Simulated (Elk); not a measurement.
**Input and output of a self-consistent single point for LaTe (Fm-3m, 2 atoms in the cell) (Elk)**

Computed with LDA (PW92), all-electron FP-LAPW, Elk's shipped species files, APW+lo basis with extra local orbitals (Elk).

This input was run:

```
tasks
  0

xctype
  3

tforce
  .true.

rgkmax
  8.0

gmaxvr
  18.0

lmaxapw
  10

lmaxo
  8

nxlo
  2

lorbcnd
  .true.

lradstp
  2

nrmtscf
  2.0

lmaxi
  4

stype
  3

swidth
  0.00499791

avec
    0.0000000000    6.1361863911    6.1361863911
    6.1361863911    0.0000000000    6.1361863911
    6.1361863911    6.1361863911    0.0000000000

sppath
  'species/'

atoms
  2   : nspecies
  'La.in'   : spfname
  1   : natoms; atposl, bfcmt below
  0.0000000000  0.0000000000  0.0000000000    0.0 0.0 0.0
  'Te.in'   : spfname
  1   : natoms; atposl, bfcmt below
  0.5000000000  0.5000000000  0.5000000000    0.0 0.0 0.0

ngridk
  9 9 9
```

The program printed (abridged):

```
│ Elk code version 10.2.4 │

All units are atomic (Hartree, Bohr, etc.)

│ Ground-state run starting from atomic densities │

Lattice vectors :
   0.000000000       6.136186391       6.136186391
   6.136186391       0.000000000       6.136186391
   6.136186391       6.136186391       0.000000000

Unit cell volume      :    462.0889945
Brillouin zone volume :   0.5368018204

Muffin-tin inner radius fraction :   0.1000000000E-01

Nuclei treated as point charges

Species :    1 (La)
 parameters loaded from : La.in
 name : lanthanum
 nuclear charge    :   -57.00000000
 electronic charge :    57.00000000
 atomic mass :    253209.2364
 muffin-tin radius :    2.800000000
 number of radial points in muffin-tin :   1399
 atomic positions (lattice), magnetic fields (Cartesian) :
   1 :   0.00000000  0.00000000  0.00000000    0.00000000  0.00000000  0.00000000

Species :    2 (Te)
 parameters loaded from : Te.in
 name : tellurium
 nuclear charge    :   -52.00000000
 electronic charge :    52.00000000
 atomic mass :    232600.5707
 muffin-tin radius :    2.600000000
 number of radial points in muffin-tin :   1199
 atomic positions (lattice), magnetic fields (Cartesian) :
   1 :   0.50000000  0.50000000  0.50000000    0.00000000  0.00000000  0.00000000

Total number of atoms per unit cell :    2

Spin treatment :
 spin-unpolarised

Number of Bravais lattice symmetries :   48
Number of crystal symmetries         :   48
Crystal has inversion symmetry
Real symmetric eigensolver will be used

k-point grid :      9     9     9
k-point offset :    0.000000000       0.000000000       0.000000000
k-point set is reduced with full crystal symmetry group
Total number of k-points :       35

Muffin-tin radius times maximum |G+k| :    8.000000000
 using average radius
Maximum |G+k| for APW functions       :    2.962962963
Maximum (1/2)|G+k|²                   :    4.389574760
Maximum |G| for potential and density :    18.00000000
 potential will be trimmed for |G| > 2 gkmax
Constant for pseudocharge density :   13
Radial integration step length :    2

G-vector grid sizes :     50    50    50
Number of G-vectors :    45671

Maximum angular momentum used for
 APW functions                      :   10
 outer part of muffin-tin           :    8
 inner part of muffin-tin           :    4

Total nuclear charge    :   -109.0000000
Total core charge       :    82.00000000
Total valence charge    :    27.00000000
Total excess charge     :    0.000000000
Total electronic charge :    109.0000000

Effective Wigner radius, rₛ :    1.004007228

Number of empty states         :    8
Total number of valence states :   22
Total number of core states    :   82

Conduction state local-orbitals added automatically
Total number of local-orbitals :  222

Exchange-correlation functional :      3     0     0
 Perdew-Wang/Ceperley-Alder, Phys. Rev. B 45, 13244 (1992)
 gradient requirement :    0
 local density approximation (LDA)

Smearing type :    3
 Fermi-Dirac
Smearing width :   0.4997910000E-02
Effective electronic temperature (K) :    1578.215154

Mixing type :    3
 Broyden mixing, J. Phys. A: Math. Gen. 17, L317 (1984)

Kohn-Sham potential initialised from atomic data

│ Self-consistent loop started │
│ Loop number : 1 │
 total energy                :     -15300.2311854
│ Loop number : 2 │
 total energy                :     -15299.9910546
RMS change in Kohn-Sham potential (target) :   0.8930202888E-01 (  0.1000000000E-05)
Absolute change in total energy (target)   :   0.2401308281     (  0.1000000000E-03)
│ Loop number : 3 │
 total energy                :     -15299.0772796
RMS change in Kohn-Sham potential (target) :   0.8529547262E-01 (  0.1000000000E-05)
Absolute change in total energy (target)   :   0.9738077112     (  0.1000000000E-03)
│ Loop number : 4 │
 total energy                :     -15289.0917591
RMS change in Kohn-Sham potential (target) :   0.3359352262E-01 (  0.1000000000E-05)
Absolute change in total energy (target)   :    10.22897244     (  0.1000000000E-03)
│ Loop number : 5 │
 total energy                :     -15284.6057855
RMS change in Kohn-Sham potential (target) :   0.1048202381E-01 (  0.1000000000E-05)
Absolute change in total energy (target)   :    7.043216640     (  0.1000000000E-03)
│ Loop number : 6 │
 total energy                :     -15283.1107100
RMS change in Kohn-Sham potential (target) :   0.2437538260E-02 (  0.1000000000E-05)
Absolute change in total energy (target)   :    3.255879733     (  0.1000000000E-03)
│ Loop number : 7 │
 total energy                :     -15282.6811402
RMS change in Kohn-Sham potential (target) :   0.1286738467E-03 (  0.1000000000E-05)
Absolute change in total energy (target)   :    1.243539676     (  0.1000000000E-03)
│ Loop number : 8 │
 total energy                :     -15282.6801117
RMS change in Kohn-Sham potential (target) :   0.4129631768E-04 (  0.1000000000E-05)
Absolute change in total energy (target)   :   0.3119134621     (  0.1000000000E-03)
│ Loop number : 9 │
 total energy                :     -15282.6868305
RMS change in Kohn-Sham potential (target) :   0.1619417990E-04 (  0.1000000000E-05)
Absolute change in total energy (target)   :   0.7125958941E-01 (  0.1000000000E-03)
│ Loop number : 10 │
 total energy                :     -15282.6844693
RMS change in Kohn-Sham potential (target) :   0.5035611508E-05 (  0.1000000000E-05)
Absolute change in total energy (target)   :   0.2017599970E-01 (  0.1000000000E-03)
│ Loop number : 11 │
 total energy                :     -15282.6837729
RMS change in Kohn-Sham potential (target) :   0.1483927335E-05 (  0.1000000000E-05)
Absolute change in total energy (target)   :   0.5740418041E-02 (  0.1000000000E-03)
│ Loop number : 12 │
 total energy                :     -15282.6837815
RMS change in Kohn-Sham potential (target) :   0.8939278786E-06 (  0.1000000000E-05)
Absolute change in total energy (target)   :   0.1426572901E-02 (  0.1000000000E-03)
│ Loop number : 13 │
 total energy                :     -15282.6837727
RMS change in Kohn-Sham potential (target) :   0.1792779641E-06 (  0.1000000000E-05)
Absolute change in total energy (target)   :   0.3653895983E-03 (  0.1000000000E-03)
│ Loop number : 14 │
 total energy                :     -15282.6837565
RMS change in Kohn-Sham potential (target) :   0.2835133473E-07 (  0.1000000000E-05)
Absolute change in total energy (target)   :   0.1075204145E-03 (  0.1000000000E-03)
│ Loop number : 15 │
 total energy                :     -15282.6837574
RMS change in Kohn-Sham potential (target) :   0.1169736430E-07 (  0.1000000000E-05)
Absolute change in total energy (target)   :   0.2603085159E-04 (  0.1000000000E-03)
Convergence targets achieved

│ Loop number : 16 │

Energies :
 Fermi                       :     0.302032016059
 sum of eigenvalues          :     -9361.28198394
 electron kinetic            :      16264.4810617
 core electron kinetic       :      16040.4072398
 Coulomb                     :     -31178.9312435
 Coulomb potential           :     -25137.3249985
 nuclear-nuclear             :     -1165.37916209
 electron-nuclear            :     -34889.7791642
 Hartree                     :      4876.22708287
 Madelung                    :     -18610.2687442
 xc potential                :     -488.438047187
 exchange                    :     -357.710664936
 correlation                 :     -10.5196555973
 electron entropic           :    -0.325529797950E-02
 total energy                :     -15282.6837575

Density of states at Fermi energy :    37.71980090
 (states/Hartree/unit cell)

Estimated indirect band gap :   0.1004786708E-02
 from k-point     27 to k-point      1
Estimated direct band gap   :   0.2440833461E-01
 at k-point      6

Charges :
 core                        :    82.00000000
 valence                     :    27.00000000
 interstitial                :    4.333677818
 muffin-tins (core leakage)
  species :    1 (La)
   atom    1                 :    54.55421941     (  0.2289811589E-03)
  species :    2 (Te)
   atom    1                 :    50.11210277     (  0.4146534469E-03)
 total in muffin-tins        :    104.6663222
 total calculated charge     :    108.9992814
 total charge                :    109.0000000
 error                       :   0.7186017294E-03

│ Self-consistent loop stopped │

Forces :
 species :    1 (La)
  atom :    1
   Hellmann-Feynman          :    -0.00000000   -0.00000000    0.00000000
   IBS                       :     0.00000000    0.00000000   -0.00000000
   total force               :    -0.00000000   -0.00000000   -0.00000000
   total magnitude           :     0.00000000
 species :    2 (Te)
  atom :    1
   Hellmann-Feynman          :    -0.00000000   -0.00000000   -0.00000000
   IBS                       :     0.00000000    0.00000000    0.00000000
   total force               :     0.00000000    0.00000000    0.00000000
   total magnitude           :     0.00000000
```

The run converged in 16 iterations. The count includes the last loop, which Elk runs after its targets are met.

The starting cell comes from a database of computed structures (which also holds hypothetical and non-ambient phases and stackings), without a prior relaxation at this level. Spin-orbit coupling is off. Values depend on the basis (sphere radii, cutoffs, local orbitals), which need not be converged. The log's line on a gap gives a spacing of levels on this mesh, which the program prints for metals too.
